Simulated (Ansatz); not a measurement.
InP in the zinc blende structure (space group F-43m, No. 216)

```
CELL_PARAMETERS angstrom
      0.00000     2.95348     2.95348
      2.95348     0.00000     2.95348
      2.95348     2.95348     0.00000
ATOMIC_POSITIONS crystal
  In 0.00000 0.00000 0.00000
  P  0.25000 0.25000 0.25000
```

Level of theory: Ansatz (an electronic-structure program) r2SCAN, spin-orbit coupling left out. Settings: 10×10×10 k-points, 0.05 eV Fermi–Dirac smearing.

| Quantity | Value |
|---|---|
| Volume per atom | 25.76 Å³ |
| Density | 4.70 g/cm³ |
| Band gap | 1.03 eV, direct at Γ |
| Electron mass | 0.074 mₑ |
| Hole mass (degenerate bands, along [100]) | 0.073, 0.44, 0.44 mₑ |
| Lowest conduction-band minima above the VBM | Γ 1.03 eV; L along ⟨111⟩ 1.80 eV; X along ⟨100⟩ 2.04 eV |
| Total energy | -3185.870 eV/atom (σ→0; compares only within this code and set-up) |

Effective masses come from finite differences of ±0.01 Å⁻¹. Whether these cells are dynamically stable was not tested.
